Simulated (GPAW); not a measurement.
Input and output of a self-consistent single point for PbO2 (P4_2/mnm, 6 atoms in the cell) (GPAW).

Method of the run: PBE, GPAW PAW datasets PBE (gpaw-data 1.0.1) (plane waves; GPAW 25.7.0).

The change in words: lattice scaled by 0.98. Reference geometry:
```
CELL_PARAMETERS angstrom
      5.06289     0.00000     0.00000
      0.00000     5.06289     0.00000
      0.00000     0.00000     3.45536
ATOMIC_POSITIONS crystal
  Pb 0.00000 0.00000 0.00000
  Pb 0.50000 0.50000 0.50000
  O  0.30743 0.30743 0.00000
  O  0.69257 0.69257 0.00000
  O  0.19257 0.80743 0.50000
  O  0.80743 0.19257 0.50000
```

Reference input (self-consistent single point, DFT PBE, plane waves, GPAW PAW datasets PBE (gpaw-data 1.0.1)): mode = pw; ecut = 950 eV; xc = PBE; kpts = 5 5 7; mesh shift (steps) = 0 0 0; occupations.name = methfessel-paxton; occupations.width = 0.2 eV; occupations.order = 0; nbands = -10; convergence.density = 1e-05 e/electron; convergence.energy = 1e-05 eV/electron; symmetry.symmorphic = false. This run's input differs from it in these lines:

```diff
@@ -5,11 +5,11 @@
 atoms = Atoms(['Pb', 'Pb', 'O', 'O', 'O', 'O'],
-              cell=[[5.062891, 0.000000, 0.000000],
-                    [0.000000, 5.062891, 0.000000],
-                    [0.000000, 0.000000, 3.455362]],
+              cell=[[4.961633, 0.000000, 0.000000],
+                    [0.000000, 4.961633, 0.000000],
+                    [0.000000, 0.000000, 3.386255]],
               positions=[[0.000000, 0.000000, 0.000000],
-                         [2.531445, 2.531445, 1.727681],
-                         [1.556485, 1.556485, 0.000000],
-                         [3.506406, 3.506406, 0.000000],
-                         [0.974961, 4.087930, 1.727681],
-                         [4.087930, 0.974961, 1.727681]],
+                         [2.480816, 2.480816, 1.693127],
+                         [1.525355, 1.525355, 0.000000],
+                         [3.436278, 3.436278, 0.000000],
+                         [0.955462, 4.006171, 1.693127],
+                         [4.006171, 0.955462, 1.693127]],
               pbc=True)
```

Output, abridged:

```
     iter     time        total  log10-change:
                         energy   eigst   dens
iter:   1 --:--:--   -38.789914
iter:   2 --:--:--   -37.255674   -0.71  -0.89
iter:   3 --:--:--   -33.460497   -0.44  -0.95
iter:   4 --:--:--   -33.749633   -0.62  -1.31
iter:   5 --:--:--   -33.389047   -1.84  -1.52
iter:   6 --:--:--   -33.399462   -3.29  -2.09
iter:   7 --:--:--   -33.399424   -4.19  -2.46
iter:   8 --:--:--   -33.396500   -3.11  -2.49
iter:   9 --:--:--   -33.396205   -5.11  -3.10
iter:  10 --:--:--   -33.396490c  -4.83  -3.49
iter:  11 --:--:--   -33.396237c  -4.96  -3.20
iter:  12 --:--:--   -33.396231c  -5.69  -3.86
iter:  13 --:--:--   -33.396231c  -6.77  -4.37
iter:  14 --:--:--   -33.396231c  -7.80c -4.44
iter:  15 --:--:--   -33.396231c  -8.22c -4.45
iter:  16 --:--:--   -33.396231c  -7.61c -4.46
iter:  17 --:--:--   -33.396231c  -8.03c -4.50
iter:  18 --:--:--   -33.396231c  -8.97c -4.57
iter:  19 --:--:--   -33.396231c  -9.86c -4.65
iter:  20 --:--:--   -33.396231c -10.09c -4.75
iter:  21 --:--:--   -33.396232c  -7.92c -4.86
iter:  22 --:--:--   -33.396232c  -9.03c -5.19c
Converged after 22 iterations.

Dipole moment: (-0.000004, -0.000004, -0.000009) |e|*Ang

Energy contributions relative to reference atoms: (reference = -1142712.335933)

Kinetic:        +80.919471
Potential:      -72.617414
External:        +0.000000
XC:             -41.985387
Entropy (-ST):   -0.004205
Local:           +0.289200
SIC:             +0.000000
--------------------------
Free energy:    -33.398334
Extrapolated:   -33.396232

Showing only first 2 kpts
 Kpt  Band  Eigenvalues  Occupancy
  0    24      4.58792    2.00000
  0    25      4.61275    2.00000
  0    26      5.23190    1.36917
  0    27      9.64261    0.00000

  1    24      4.63952    2.00000
  1    25      5.09778    1.84698
  1    26      5.80023    0.00040
  1    27      9.78960    0.00000

Fermi level: 5.29986

No gap
   [... lines left out ...]
  0 Pb    0.00000    0.00000    0.00000
  1 Pb    0.00000    0.00000    0.00000
  2 O    -0.04975   -0.04975    0.00000
  3 O     0.04975    0.04975    0.00000
  4 O     0.04975   -0.04975    0.00000
  5 O    -0.04975    0.04975    0.00000

Stress tensor:
    -0.043019     0.000000     0.000000
     0.000000    -0.043019     0.000000
     0.000000     0.000000    -0.052850
Stress (GPa, Voigt): [-6.8925 -6.8925 -8.4674  0.      0.      0.    ]
```

The run converged in 22 iterations. GPAW prints stress with tension positive. Against the reference run the free energy rises by 15.8 meV/atom and the largest force goes from 0.066 to 0.070 eV/Å.

At such cutoffs GPAW's stress carries a finite-basis (Pulay) error, which enters relaxed cells too; its log prints stress with tension positive.

The starting cell comes from a database of computed structures (which also holds hypothetical and non-ambient phases and stackings), without a prior relaxation at this level. Its lattice was rescaled by a random factor within 2.5 % of one. For this run, on top of that: lattice scaled by 0.98. The run gives no clean gap (levels at the Fermi energy touch, overlap or are partly filled at this smearing), which alone does not show that the compound is a metal.

Cost on one core of a shared machine: roughly 3 min.
